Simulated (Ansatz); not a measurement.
Alloy series in hypothetical zinc blende TlBr

The reference is TlBr in the zinc blende structure (space group F-43m, No. 216; a hypothetical phase, not in the database extracts checked).

```
TlBr
1.0
    0.00000     3.75089     3.75089
    3.75089     0.00000     3.75089
    3.75089     3.75089     0.00000
Br Tl
1 1
Direct
  0.75000   0.75000   0.75000
  0.00000   0.00000   0.00000
```

The other end (x = 1) is TlF in the zinc blende structure (space group F-43m, No. 216; a hypothetical phase, not in the database extracts checked): 29.21 Å³/atom, gap 3.19 eV; this end may not be an ambient phase.

F replaces a fraction x of Br; each row is one arrangement (x, atoms in the cell, starting space group or random), fully relaxed.

Computed with Kohn–Sham DFT with the PBE functional, run in Ansatz (a first-principles code) with PAW and 420 eV plane waves, no spin-orbit coupling.

Notes on the quantities. mixing energy: against an end that may be hypothetical; gap character: in this cell's own zone, which can be folded.

```tsv
change	mixing energy	gap character	shortest interatomic distance
base	–	–	3.248 Å
x(F) = 0.25, 8 atoms, Pmm2	-31 meV/atom	direct at X	2.624 Å
x(F) = 0.25, 8 atoms, P-43m	+9 meV/atom	indirect, X → Γ	2.700 Å
x(F) = 0.5, 4 atoms, P-4m2	+13 meV/atom	indirect, M–Γ (58 % along) → M	2.693 Å
x(F) = 0.5, 4 atoms, R3m	+32 meV/atom	indirect, Γ–S₀ (42 % along) → F	2.715 Å
x(F) = 0.667, 6 atoms, Imm2	-31 meV/atom	direct at S	2.715 Å
x(F) = 0.75, 8 atoms, I-42m	+4 meV/atom	direct at M	2.660 Å
```

Each cell is one ordered arrangement of few atoms, which overstates ordering effects compared with a random alloy. Spin-orbit coupling, missing from the scalar runs, can matter with Tl. No phonon test of stability was made. Under x(F) = 0.25, 8 atoms, Pmm2 and x(F) = 0.667, 6 atoms, Imm2 the cell changed shape so far that it is another structure. Labels are those of the standard path for the cell's own space group.
